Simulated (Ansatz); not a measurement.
## Converging the k-point mesh: WC (P3m1, 2 atoms in the cell)

```
WC
1.0
    1.46227    -2.53274     0.00000
    1.46227     2.53274     0.00000
    0.00000     0.00000     2.85420
W C
1 1
Direct
  0.00000   0.00000   0.01752
  0.33333   0.66667   0.50000
```

Method of the run: LDA (PW92), PAW files made with PBE (plane waves; Ansatz, a quantum-chemistry and plane-wave program).

Base settings: basis.ecutwfc = 420 eV; kpoints.mp_grid.grid = 13 13 12; hamiltonian.xc = lda; hamiltonian.pseudopotentials = {kind: paw} (the program's default PAW files); scf.occupations.method = gaussian; scf.occupations.width = 0.1 eV.

The second cell is the first with its lattice scaled by 0.98.

Only quantities that move along the ladder and can be compared are tabulated.

The count of work is k-points × plane waves × bands × iterations; it is no time. Core times come from one kind of shared machine, to one figure; runs under 30 s give none.

The starting cell has typed, rounded lattice constants, without a prior relaxation at this level. Its lattice was rescaled by up to half a per cent. One atom was moved a little off its site on purpose. Spin polarisation is off. In the base run, with a pressure of about -16 GPa the cell is away from its equilibrium volume at this level. Ansatz's pressure includes its estimate of the finite-basis (Pulay) stress.

```csv
kpoints.mp_grid.grid,free energy less the last step's (meV/atom),energy of the compressed cell less the first (meV/atom),pressure (GPa),largest difference of a force vector from the last step's (eV/Å),count of work / last,core time / last (rough)
2 2 2,440.59,1.02,-11.46,0.648,0.00085,–
3 3 2,226.08,2.78,-11.43,0.219,0.00100,–
3 3 3,150.32,3.92,-11.26,0.144,0.0012,–
4 4 3,97.16,-7.47,-13.77,0.211,0.0015,–
4 4 4,27.62,-14.08,-15.42,0.113,0.0022,–
5 5 4,22.15,-14.25,-15.45,0.154,0.0028,–
5 5 5,4.77,-15.42,-15.74,0.112,0.0032,–
6 6 5,3.22,-16.23,-15.80,0.031,0.0045,–
6 6 6,1.90,-16.89,-16.01,0.017,0.0056,–
7 7 6,4.70,-15.05,-15.64,0.008,0.0066,–
7 7 7,2.87,-15.29,-15.70,0.005,0.0073,–
8 8 7,-1.81,-17.25,-16.10,0.008,0.0091,–
9 9 8,-0.05,-17.06,-16.01,0.004,0.013,–
10 10 9,-1.83,-16.68,-16.01,0.006,0.017,–
11 11 10,-0.50,-16.75,-15.98,0.006,0.023,–
12 12 11,-0.96,-16.55,-15.96,0.011,0.029,–
13 13 12,-0.28,-17.40,-16.11,0.000,0.036,–
14 14 12,0.05,-16.94,-16.00,0.011,0.041,–
15 15 13,-0.28,-17.23,-16.09,0.001,0.050,–
17 17 15,-0.17,-17.08,-16.06,0.001,0.072,–
18 18 16,0.10,-17.07,-16.04,0.002,0.087,–
20 20 18,0.14,-17.10,-16.05,0.001,0.12,–
23 23 20,0.01,-17.03,-16.04,0.000,0.17,–
25 25 22,0.03,-17.02,-16.03,0.000,0.22,–
28 28 25,0.01,-17.03,-16.03,0.000,0.30,–
31 31 28,-0.01,-17.00,-16.04,0.000,0.41,0.4
34 34 31,0.00,-17.03,-16.04,0.000,0.54,0.6
38 38 34,0.00,-17.02,-16.04,0.000,0.74,0.7
42 42 38,0.00,-17.03,-16.04,0.000,1.0,1
```

Coarsest kpoints.mp_grid.grid that holds the energy of the compressed cell less the first within 1 meV/atom of the last step, with all finer ones: 8 8 7, at 0.0091 of the last step's count of work; the step before is off by 1.7 meV/atom.

Coarsest kpoints.mp_grid.grid that holds the forces within 0.01 eV/Å of the last step, with all finer ones: 15 15 13, at 0.050 of the last step's count of work; the step before is off by 0.011 eV/Å.

The energy difference between the two cells stays within 1 meV/atom of the last step's from 8 8 7 on, the total only from 11 11 10 on: much of the error is common to both cells and cancels.

Two neighbours can agree and both be off: 4 4 4 and 5 5 4 differ by 0.18 meV/atom in the energy of the compressed cell less the first, yet lie about 2.8 meV/atom from the last step.

Keys are those of Ansatz 0.2.
